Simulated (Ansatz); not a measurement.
# What biaxial strain +4.17 %, plane normal [001], relaxed out of plane does to MoP

Base system: MoP (space group P-6m2, No. 187; a = 3.242 Å, c = 3.194 Å). Axes: x lies along a and z along c of the hexagonal cell.

Now apply this change: tensile biaxial strain of 4.17 % in the plane normal to [001], as in epitaxy on a mismatched substrate; the out-of-plane cell vector and the atoms relax.

Calculations: Ansatz (a quantum-chemistry and plane-wave program) PBE, scalar-relativistic without spin-orbit coupling. Γ-centred 16×16×15 mesh, Fermi–Dirac width 0.05 eV.

The volume per atom increases by 0.85 Å³ to 15.38 Å³ and the space group stays P-6m2 (No. 187). The shortest interatomic distance grows by 3.5 pm to 249.5 pm and the pressure (mean of the normal stresses, compression positive) goes from zero to -8.7 GPa. The band gap is still zero and the out-of-plane strain comes out as -2.46 % (rough).

Without a gap, meshes like the base's 16×16×15 leave anisotropic stresses uncertain by several tenths of a GPa, and small strain energies with them. No phonon test of stability was made. The final runs are not spin-polarised. An odd electron count without spin: MoP.
